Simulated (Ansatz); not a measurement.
Consider a 16-atom cell of Nb(N,C) started in the rock salt structure, site fractions N 0.500, C 0.500, short-range order -0.17 in the first shell of the mixed sites (0 is random, a negative value favours unlike neighbours), space group Imma at the end, an ordered arrangement that its symmetry holds. Its start:

```
CELL_PARAMETERS angstrom
      0.00240     4.48397     4.48180
      4.48420     0.00000     4.48420
      4.48180     4.48397     0.00240
ATOMIC_POSITIONS crystal
  Nb 0.00000 0.98382 0.00000
  Nb 0.00650 0.99349 0.50651
  Nb 0.00001 0.50594 0.00000
  Nb 0.99354 0.50651 0.49349
  Nb 0.50653 0.99351 0.00648
  Nb 0.50001 0.99407 0.49999
  Nb 0.49351 0.50649 0.99351
  Nb 0.50000 0.51617 0.50000
  C  0.25000 0.25000 0.25000
  N  0.24996 0.24996 0.75005
  N  0.24998 0.75003 0.24998
  C  0.25000 0.75000 0.75000
  N  0.75000 0.25000 0.25000
  N  0.74998 0.25002 0.74998
  C  0.74999 0.74999 0.25001
  C  0.75000 0.75000 0.75000
```

The mixing enthalpy is taken against the end members in the rock salt type (which need not be the stable form of NbN and NbC), relaxed in the same cell and mesh, with NbN held in the symmetric form, which may not be a minimum.

All values below come from PBE (plane waves to 420 eV, PAW; Ansatz, a program for electronic structure). Scalar-relativistic, without spin–orbit coupling; the runs are not spin-polarised. Its k-point mesh 5×5×5, Fermi–Dirac width 0.05 eV.

| end member | weight | volume per atom (Å³) |
|---|---|---|
| NbN | 0.500 | 10.81 |
| NbC | 0.500 | 11.28 |

Problem. Predict the alloy's volume, bond lengths and mixing enthalpy.

Solution. 
```
Property                                                                                           Value
----------------------------------------------------------  --------------------------------------------
volume per atom                                                                                 11.10 Å³
N–Nb bonds                                                  2.264 Å on average, from 2.232 to 2.306 (24)
C–Nb bonds                                                  2.200 Å on average, from 2.153 to 2.233 (24)
mixing enthalpy per site of the mixed sublattice                                                 -47 meV
departure of the mean lattice parameter from Vegard's line                                        +0.2 %
```
